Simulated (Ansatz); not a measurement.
Consider interstitial Cu in wurtzite GaN, charge state +1. Computed with PBE, PAW (plane waves to 420 eV; Ansatz, a quantum-chemistry and plane-wave program).

Settings: 72 host sites, the relaxed PBE lattice, one k-point at (0.125, 0.250, 0.250), smearing 0.01 eV, spin-restricted, no image-charge correction. Energies are static. The charge state is imposed; whether it is stable for some Fermi level was not computed. Sites that were not tried may lie lower.

Barriers: single points on a 2×2×2 k-point mesh shifted by half a step along c at the bands' geometries.

The step: several atoms move together, Cu the farthest. Atoms about the jump, Cartesian Å from the middle of the jump, before and after:

```tsv
atom	x0	y0	z0	x1	y1	z1
Cu1	0.42	-0.73	0.27	-0.42	0.73	-0.27
N2	-1.23	0.23	0.88	-1.15	0.23	1.31
N3	0.42	1.14	-1.77	0.48	1.16	-1.86
Ga4	-1.25	0.23	-1.20	-1.40	0.05	-2.09
N5	2.07	0.23	0.88	2.05	0.22	0.90
Ga6	0.42	1.25	1.60	0.55	1.20	1.78
Ga7	2.09	0.23	-1.20	2.06	0.18	-1.10
N8	-1.20	-1.67	-1.78	-1.21	-1.82	-1.90
Ga9	-1.29	-1.71	1.60	-1.17	-1.67	1.57
Ga10	0.42	-2.66	-1.19	0.42	-2.59	-1.11
N11	0.41	-2.64	0.88	0.42	-2.57	0.87
Ga12	0.42	2.99	-1.12	0.43	3.03	-1.10
N13	2.04	-1.67	-1.78	2.03	-1.66	-1.74
N14	0.42	3.02	0.86	0.45	3.00	0.91
Ga15	2.13	-1.71	1.60	2.04	-1.65	1.51
Ga16	-2.83	1.15	1.52	-2.80	1.15	1.58
N17	-2.83	1.14	-1.78	-2.93	1.17	-1.90
Ga18	0.42	1.14	-3.75	0.47	1.16	-3.84
Ga19	-2.80	-2.59	-1.12	-2.81	-2.61	-1.10
N20	-2.83	-2.60	0.86	-2.77	-2.57	0.87
```

Task: Predict the transition state.

Result: 
```json
[
 {"atom": "Cu1", "x": "-0.02", "y": "0.07", "z": "-0.18"},
 {"atom": "N2", "x": "-1.17", "y": "0.21", "z": "1.27"},
 {"atom": "N3", "x": "0.46", "y": "1.12", "z": "-1.83"},
 {"atom": "Ga4", "x": "-1.38", "y": "0.17", "z": "-1.89"},
 {"atom": "N5", "x": "2.01", "y": "0.22", "z": "0.88"},
 {"atom": "Ga6", "x": "0.45", "y": "1.26", "z": "1.75"},
 {"atom": "Ga7", "x": "2.15", "y": "0.17", "z": "-1.16"},
 {"atom": "N8", "x": "-1.23", "y": "-1.75", "z": "-1.87"},
 {"atom": "Ga9", "x": "-1.21", "y": "-1.68", "z": "1.61"},
 {"atom": "Ga10", "x": "0.41", "y": "-2.58", "z": "-1.11"},
 {"atom": "N11", "x": "0.40", "y": "-2.57", "z": "0.87"},
 {"atom": "Ga12", "x": "0.41", "y": "2.97", "z": "-1.09"},
 {"atom": "N13", "x": "2.05", "y": "-1.68", "z": "-1.76"},
 {"atom": "N14", "x": "0.42", "y": "3.01", "z": "0.90"},
 {"atom": "Ga15", "x": "2.03", "y": "-1.65", "z": "1.52"},
 {"atom": "Ga16", "x": "-2.81", "y": "1.14", "z": "1.54"},
 {"atom": "N17", "x": "-2.93", "y": "1.20", "z": "-1.87"},
 {"atom": "Ga18", "x": "0.46", "y": "1.14", "z": "-3.83"},
 {"atom": "Ga19", "x": "-2.82", "y": "-2.60", "z": "-1.10"},
 {"atom": "N20", "x": "-2.80", "y": "-2.57", "z": "0.87"}
]
```
It lies 0.58 eV above the start and 0.065 eV above the end. The saddle point's order was not checked.
